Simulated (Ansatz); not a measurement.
The starting structures come from a database of crystals and need not be the phases stable at ambient conditions.

 Where the default PAW files enter, the runs use the earlier of Ansatz's two default sets.

Here is the system:

```yaml
crystal:
  lattice:
    - [4.38051, 0.00000, 0.00000]
    - [-2.19026, 6.29659, 0.00000]
    - [0.00000, 0.00000, 4.70568]
  atoms:
    - { symbol: In, position: [0.38184, 0.76369, 0.25778] }
    - { symbol: In, position: [0.61816, 0.23631, 0.75778] }
    - { symbol: Cl, position: [0.15214, 0.30427, 0.25822] }
    - { symbol: Cl, position: [0.84786, 0.69573, 0.75822] }
```

Space group of this cell: Cmc2_1. The cell was relaxed by PBE-D3(BJ); by r2SCAN its mean pressure is -1.5 GPa.

Transport runs along the normal of the first two printed cell vectors.

The gap is the functional's own. No spin-orbit coupling. Mid-gap values are interpolated on the energy grid.

**Question.** Give the band gap and the smallest decay constant κ at mid-gap that r2SCAN (Ansatz, an electronic-structure program) yields.

**Answer.** Gap 2.02 eV on a 8×8×6 mesh; κ = 0.184 1/Å, at (0.000, 0.500) of the in-plane reciprocal vectors. At the zone centre, at the nearest computed energy, the slowest state has κ = 0.31 1/Å.
